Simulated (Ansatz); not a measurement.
Migration barriers: Al-vacancy pair in fcc Cu, neutral cell

Defect: Al-vacancy pair (Al on one host Cu site, one Cu site vacant) in fcc Cu, neutral cell. The numbers are results of PBE, PAW (plane waves to 420 eV; Ansatz, an electronic-structure program), not measurements.

Settings: 32 host sites, the relaxed PBE lattice, a 3×3×3 k-point mesh shifted by half a step, smearing 0.10 eV, spin-restricted, no image-charge correction. No zero-point or tunnelling terms. Forms of the defect that were not tried may lie lower.

Barriers: single points on a 5×5×5 k-point mesh shifted by half a step at the bands' geometries.

| Route | Start site over the lowest site run (eV) | Hop (Å) | Forward barrier (eV) | Backward barrier (eV) | Neighbours at the start | Neighbours at the saddle | Saddle order | Forward, on the band's own sampling (eV) |
|---|---|---|---|---|---|---|---|---|
| Al and the vacancy change places (Al-vacancy distance between ideal sites 2.57 Å throughout) | 0.01 | 2.43 | 0.60 | 0.60 | 4 Cu at 2.54, 2 Cu at 2.57, 4 Cu at 2.61, Cu at 2.63 Å | 4 Cu at 2.37, 4 Cu at 2.80 Å | not checked, on a symmetry element | 0.61 |
| a nearby Cu atom hops onto the vacant site (Al-vacancy distance between ideal sites 2.57 → 3.63 Å) | 0.01 | 2.50 | 0.70 | 0.71 | 4 Cu at 2.54, Cu at 2.56, 3 Cu at 2.58, 2 Cu at 2.59, Cu at 2.60 Å | Al at 2.78; 2 Cu at 2.36, 2 Cu at 2.37, Cu at 2.79, 2 Cu at 2.80 Å | not checked, on a symmetry element | 0.71 |
| a nearby Cu atom hops onto the vacant site (Al-vacancy distance between ideal sites 2.57 → 4.45 Å) | 0.01 | 2.50 | 0.76 | 0.70 | 4 Cu at 2.54, 3 Cu at 2.57, 3 Cu at 2.57, Cu at 2.59 Å | 4 Cu at 2.37, 2 Cu at 2.79, 2 Cu at 2.80 Å | not checked | 0.77 |
| a nearby Cu atom hops onto the vacant site (Al-vacancy distance between ideal sites 2.57 → 5.13 Å) | 0.01 | 2.49 | 0.77 | 0.72 | 4 Cu at 2.54, 2 Cu at 2.56, 4 Cu at 2.58, Cu at 2.60 Å | 4 Cu at 2.37, 2 Cu at 2.78, 2 Cu at 2.80 Å | not checked, on a symmetry element | 0.78 |

Paths come from CI-NEB runs. Of the routes that converged and passed our checks, the lowest saddle point lies 0.62 eV above the lowest of the sites run (Al and the vacancy change places (Al-vacancy distance between ideal sites 2.57 Å throughout)); other sites, such as split forms, and other routes may lie lower. A band can be held on a symmetry element, so unchecked saddle points there may be too high.
